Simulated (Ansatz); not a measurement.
Take GaSb in the zinc blende structure (space group F-43m, No. 216) as the base.

```xyz
2
Lattice="0.0000 3.0662 3.0662 3.0662 0.0000 3.0662 3.0662 3.0662 0.0000" Properties=species:S:1:pos:R:3 pbc="T T T"
Ga     0.0000     0.0000     0.0000
Sb     1.5331     1.5331     1.5331
```

Computed with r2SCAN (Ansatz, an electronic-structure program, PAW, without spin-orbit coupling).

For the base:

```
Quantity                Result
-------------  ---------------
Band gap               0.41 eV
Electron mass  0.023 mₑ (at Γ)
Pressure              0.01 GPa
```

Modification: an isotropic linear strain of −1.50 %; the atoms relax in the strained cell.

Problem. What happens to the band gap?

Solution. The band gap grows by 0.35 eV (0.41 eV → 0.76 eV).

Problem. Estimate the effect on the electron mass.

Solution. The electron mass goes from 0.023 mₑ (at Γ) to 0.040 mₑ (at Γ).

Problem. Predict the new energy relative to the base.

Solution. The energy rises by 10 meV/atom.

Problem. What does the calculation give for the pressure after the change?

Solution. The pressure rises by 2.69 GPa to 2.70 GPa.

With Sb present, leaving out spin-orbit coupling can change the band edges. Effective masses come from finite differences of ±0.01 Å⁻¹. Stability against distortions was not tested.
